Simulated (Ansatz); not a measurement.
Here is the system:

```xyz
2
Lattice="2.9928 0.0000 0.0000 0.0000 2.9928 0.0000 0.0000 0.0000 2.9928" Properties=species:S:1:pos:R:3 pbc="T T T"
Al     0.0000     0.0000     0.0000
Os     1.4964     1.4964     1.4964
```

Computed with PBEsol, DFPT electron-phonon coupling, linearised Boltzmann equation (plane waves, PAW, scalar-relativistic; Ansatz, a program for electronic structure). Geometry: relaxed with this functional, without spin-orbit coupling.

Problem. Estimate the phonon-limited resistivity at 300 K, by direction if it differs.

Solution. 6.7 μΩ·cm.

Problem. How long is the mean free path there?

Solution. 9.0 nm, weighted by the current that each state carries. Wires not much wider than this gain resistivity from their walls.

A metal at this level (no band gap). Only scattering by harmonic phonons is included (no impurities, grain boundaries, electron-electron scattering or thermal expansion). Spin-orbit coupling is left out, which matters with elements this heavy. The squared frequency of the phonon mode least converged on the k mesh is uncertain by 12 %. Halving the electron mesh (20x20x20) moves the resistivity by up to 4 % at 300 K, the mean free path by up to 5 %. Smearing 0.20 eV; phonons on a 5x5x5 q mesh, which this run doesn't test.

Computed structure, not matched to a measured one here, so possibly hypothetical: OsAl (Pm-3m).
